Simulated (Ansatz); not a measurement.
Band structure of FeSb (P6_3/mmc, 4 atoms in the cell).

```yaml
crystal:
  lattice:
    - [4.01481, 0.00000, 0.00000]
    - [-2.00740, 3.47693, 0.00000]
    - [0.00000, 0.00000, 5.01976]
  atoms:
    - { symbol: Fe, position: [0.00000, 0.00000, 0.00000], spin: 4.0 }
    - { symbol: Fe, position: [0.00000, 0.00000, 0.50000], spin: 4.0 }
    - { symbol: Sb, position: [0.66667, 0.33333, 0.25000] }
    - { symbol: Sb, position: [0.33333, 0.66667, 0.75000] }
```
(The spins are starting values, not results.)

Method: LDA (PW92), PAW files made with PBE (plane waves; Ansatz, a quantum-chemistry and plane-wave program).

Settings: kpoints.mp_grid.grid = 6 6 4; hamiltonian.xc = lda; hamiltonian.pseudopotentials = {kind: paw} (the program's default PAW files); magnetization.spin_polarized = true; scf.occupations.method = gaussian; scf.occupations.width = 0.136 eV; kpoints.band_path.npoints = 8.

The starting cell comes from a database of computed structures (which also holds hypothetical and non-ambient phases and stackings), without a prior relaxation at this level. Spin-orbit coupling is off. The magnetic order is the one reached from the typed start; others were not searched systematically.

Levels in eV from the Fermi level, bands 29 to 36 of the first spin channel:
| point | 29 | 30 | 31 | 32 | 33 | 34 | 35 | 36 |
|---|---|---|---|---|---|---|---|---|
| Γ | -0.74 | -0.74 | 0.70 | 0.70 | 1.04 | 3.07 | 3.07 | 3.07 |
| M | -1.59 | -1.19 | -0.95 | -0.78 | -0.71 | 0.19 | 2.18 | 4.13 |
| K | -1.35 | -1.00 | -0.76 | -0.76 | 0.07 | 0.07 | 1.21 | 1.21 |
| A | -1.73 | -1.73 | 0.59 | 0.59 | 2.56 | 2.56 | 2.56 | 2.56 |
| L | -1.34 | -1.34 | -1.33 | -1.33 | 0.68 | 0.68 | 2.25 | 2.25 |
| H | -1.56 | -1.56 | -0.82 | -0.82 | -0.68 | -0.68 | 4.85 | 4.85 |

Bands cross the Fermi level along this path, so the cell is metallic at this level.

The net moment of the cell came out as 2.71 μB.

Keys are those of Ansatz 0.2.
